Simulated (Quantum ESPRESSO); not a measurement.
Worked example: self-consistent single point of ZnO (P6_3mc, 4 atoms in the cell) in Quantum ESPRESSO.

Computed with PBE, GBRV 1.5 ultrasoft (PBE) pseudopotentials (plane waves; Quantum ESPRESSO).

The change in words: lattice scaled by 0.98. Reference geometry:
```
ZnO
1.0
    3.23735     0.00000     0.00000
   -1.61868     2.80363     0.00000
    0.00000     0.00000     5.22206
Zn O
2 2
Direct
  0.66667   0.33333   0.50059
  0.33333   0.66667   0.00059
  0.66667   0.33333   0.87972
  0.33333   0.66667   0.37972
```

Reference input (self-consistent single point, DFT, PBE, plane waves, GBRV 1.5 ultrasoft (PBE) pseudopotentials): ecutwfc = 50 Ry; ecutrho = 250 Ry; occupations = smearing; smearing = fermi-dirac; degauss = 0.00147 Ry; potentials = {Zn: zn_pbe_v1.uspp.F.UPF, O: o_pbe_v1.2.uspp.F.UPF}; K_POINTS = automatic 8 8 5 0 0 0; conv_thr = 1e-10 Ry; mixing_beta = 0.7. This run's input differs from it in these lines:

```diff
@@ -33,5 +33,5 @@
 CELL_PARAMETERS angstrom
-   3.23734980     0.00000000     0.00000000
-  -1.61867490     2.80362717     0.00000000
-   0.00000000     0.00000000     5.22206000
+   3.17260254     0.00000000     0.00000000
+  -1.58630127     2.74755440     0.00000000
+   0.00000000     0.00000000     5.11761900
```

Log, with long lists cut:

```
     Self-consistent Calculation

     iteration #  1     ecut=    50.00 Ry     beta= 0.70

     total energy              =    -987.38792208 Ry
     estimated scf accuracy    <       0.86490724 Ry

     iteration #  2     ecut=    50.00 Ry     beta= 0.70

     total energy              =    -987.56702205 Ry
     estimated scf accuracy    <       1.31720630 Ry

     iteration #  3     ecut=    50.00 Ry     beta= 0.70

     total energy              =    -987.81390247 Ry
     estimated scf accuracy    <       0.00917672 Ry

   [... 5 blocks of this kind left out ...]

     iteration #  9     ecut=    50.00 Ry     beta= 0.70

     total energy              =    -987.81680582 Ry
     estimated scf accuracy    <          4.5E-10 Ry

     iteration # 10     ecut=    50.00 Ry     beta= 0.70
     End of self-consistent calculation

     the Fermi energy is    10.4326 ev

!    total energy              =    -987.81680582 Ry
     estimated scf accuracy    <          6.2E-12 Ry
     smearing contrib. (-TS)   =      -0.00000000 Ry
     internal energy E=F+TS    =    -987.81680582 Ry

     convergence has been achieved in  10 iterations

     Forces acting on atoms (cartesian axes, Ry/au):

     atom    1 type  1   force =     0.00000000    0.00000000    0.00000348
     atom    2 type  1   force =    -0.00000000   -0.00000000    0.00000348
     atom    3 type  2   force =     0.00000000    0.00000000   -0.00000348
     atom    4 type  2   force =    -0.00000000   -0.00000000   -0.00000348

     Total force =     0.000007     Total SCF correction =     0.000000

          total   stress  (Ry/bohr**3)                   (kbar)     P=      162.86
   0.00110733   0.00000000  -0.00000000          162.89        0.00       -0.00
   0.00000000   0.00110733  -0.00000000            0.00      162.89       -0.00
   0.00000000   0.00000000   0.00110661            0.00        0.00      162.79

   JOB DONE.
```

The run converged in 10 iterations. Against the reference run the free energy rises by 49.5 meV/atom, the pressure goes from 5.57 to 16.29 GPa, the largest force hardly changes (0.003 to 0.000 eV/Å) and the gap on the mesh goes from 0.821 to 0.908 eV.

The starting cell comes from a database of computed structures (which also holds hypothetical and non-ambient phases and stackings), without a prior relaxation at this level. For this run, on top of that: lattice scaled by 0.98. With a pressure of about 16 GPa the cell is away from its equilibrium volume at this level.
